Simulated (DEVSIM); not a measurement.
Structure: illuminated CdTe p-on-n cell, one wavelength, at 400 K.

| layer (left to right) | material | thickness (μm) | Nd (cm⁻³) | Na (cm⁻³) | τn (s) | τp (s) | absorption coefficient (cm⁻¹) |
|---|---|---|---|---|---|---|---|
| 1 | CdTe | 0.480 | - | 5.8e17 | 8.4e-10 | 1.3e-9 | 16000 |
| 2 | CdTe | 3.50 | 1.9e16 | - | 2.2e-8 | 2.2e-8 | 16000 |

Left contact: ohmic, minority electron recombination velocity 300 cm/s. Right contact: ohmic, minority hole recombination velocity 5e5 cm/s. Voltage is applied to the left contact. Recombination: SRH at mid-gap, radiative, Auger. Light enters at the left, 3.3e16 photons cm⁻² s⁻¹, one pass, no reflection. Mobility is μmin + (μ − μmin)/(1 + (N/Nref)^α).

The device is made up for the run: typed textbook-type constants, with dimensions and the other settings drawn at random. Values at 300 K; Nc and Nv go as T^1.5, mobilities as T to minus their exponent, the gap by Varshni's rule with the affinity fixed.

```
parameter            CdTe
----------------  -------
gap (eV)              1.5
affinity (eV)        4.28
permittivity         10.2
Nc (cm⁻³)            8e17
Nv (cm⁻³)          1.8e19
μn (cm²/Vs)          1000
μp (cm²/Vs)            80
μn,min                100
μp,min                 10
Nref,n               1e17
Nref,p               1e17
αn                    0.6
αp                    0.6
T exponent of μn      1.7
T exponent of μp      1.5
B (cm³/s)           1e-10
Cn (cm⁶/s)          1e-30
Cp (cm⁶/s)          1e-30
Varshni α (eV/K)  0.00031
Varshni β (K)         108
```

Simulated with DEVSIM: 1D drift-diffusion, Boltzmann statistics, complete ionisation; no tunnelling, impact ionisation, image-force lowering or self-heating.

The photon flux was swept, all else fixed.

| photon flux (cm^-2 s^-1) | fill factor | largest power (mW/cm²) | open-circuit voltage (V) | short-circuit current (mA/cm²) |
|---|---|---|---|---|
| 9.9e14 | 0.67 | 0.0512 | 0.565 | 0.135 |
| 3.3e15 | 0.70 | 0.200 | 0.633 | 0.450 |
| 9.9e15 | 0.73 | 0.679 | 0.690 | 1.35 |
| 3.3e16 | … | 2.54 | … | … |
| 9.9e16 | 0.78 | 8.31 | 0.792 | 13.5 |
| 3.3e17 | 0.79 | 30.0 | 0.840 | 45.0 |
| 9.9e17 | 0.81 | 95.9 | 0.881 | 135 |

Task: Fill in the missing entries.

Result: 
- 3.3e16, fill factor: 0.75
- 3.3e16, open-circuit voltage (V): 0.746
- 3.3e16, short-circuit current (mA/cm²): 4.50
